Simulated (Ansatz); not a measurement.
The reference is Mo in the bcc (W type) structure (space group Im-3m, No. 229; relaxed with 0.1 eV smearing).

```yaml
crystal:
  lattice:
    - [-1.55576, 1.55576, 1.55576]
    - [1.55576, -1.55576, 1.55576]
    - [1.55576, 1.55576, -1.55576]
  atoms:
    - { symbol: Mo, position: [0.00000, 0.00000, 0.00000] }
```

Cartesian axes are those of the cell as printed.

Level of theory: Ansatz (a program for electronic structure), LDA, PAW, cutoff 420 eV, scalar-relativistic without spin-orbit coupling.

Now apply this change: uniaxial strain ε_zz = −2.50 %, all other strain components held at zero, atoms relaxed at fixed cell.

**Question.** Predict the stress tensor and what it implies for the stiffness.

**Answer.** Stress of the strained cell less that of the base (GPa, compression positive):
```
    4.9     0.0     0.0
    0.0     4.9     0.0
    0.0     0.0    13.9
```

Then −Δσ_ii/ε with ε = -0.0250 gives secant stiffness values (nonlinear terms included at this strain): C33 ≈ 556 GPa, C13 ≈ 195 GPa and C23 ≈ 195 GPa.

As a check, the harmonic strain energy −½ V₀ Δσ:ε is 16 meV/atom; the computed energy rise is 16 meV/atom.

No phonon test of stability was made. The final runs are not spin-polarised.
